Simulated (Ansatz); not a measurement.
W₂Ge (model structure, started from the Ni2In type, P6₃/mmc, No. 194, 6 atoms in the cell): properties by level of theory

```
level (code)         lattice parameter a (Å)  c axis length (Å)  formation enthalpy (eV/atom)
-------------------  -----------------------  -----------------  ----------------------------
PBE (Ansatz)                      (withheld)              5.262                         0.489
PBEsol (Ansatz)                        4.494              5.210                         0.433
PBE-D3(BJ) (Ansatz)               (withheld)         (withheld)                         0.433
```

Some entries are withheld; supply them.


- PBE (Ansatz, a quantum-chemistry and plane-wave program), lattice parameter a (Å): 4.542
- PBE-D3(BJ) (Ansatz), lattice parameter a (Å): 4.497
- PBE-D3(BJ) (Ansatz), c axis length (Å): 5.223

Ansatz's density-functional and Hartree–Fock values are scalar-relativistic unless marked +SOC, with PAW data made under PBE.

Computed values are for the static lattice.

A model structure was made by putting elements into a prototype or built by hand; it is no filed structure, need not be a known phase, and can be a saddle point held by its symmetry.
